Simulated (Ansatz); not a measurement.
We consider BaAl4 (I4/mmm, No. 139), described by PBEsol-D3(BJ) (Ansatz, a quantum-chemistry and plane-wave program, PAW).

Numerical settings: plane-wave cutoff 520 eV, 18×18×18 k mesh, Fermi–Dirac smearing 0.05 eV, scalar-relativistic PAW data made under PBE.

Cell (relaxed at this level):

```xyz
5
Lattice="-2.2226 2.2226 5.5712 2.2226 -2.2226 5.5712 2.2226 2.2226 -5.5712" Properties=species:S:1:pos:R:3 pbc="T T T"
Ba     0.0000     0.0000     0.0000
Al     0.0000     2.2226     2.7856
Al     2.2226     0.0000     2.7856
Al     0.0000     0.0000     4.2613
Al     0.0000     0.0000     6.8810
```

Q: Predict the bulk modulus B0 and pressure derivative B′ of the bulk modulus.

A: 
- bulk modulus B0: 59.7 GPa
- pressure derivative B′ of the bulk modulus: 4.0

The run finds no gap.

Note: the bulk modulus comes from volumes at which shape and atoms were relaxed.

Spin–orbit coupling is not included.

The computed numbers hold no vibrational or temperature effects.

It cost roughly 24 core-minutes of CPU time.
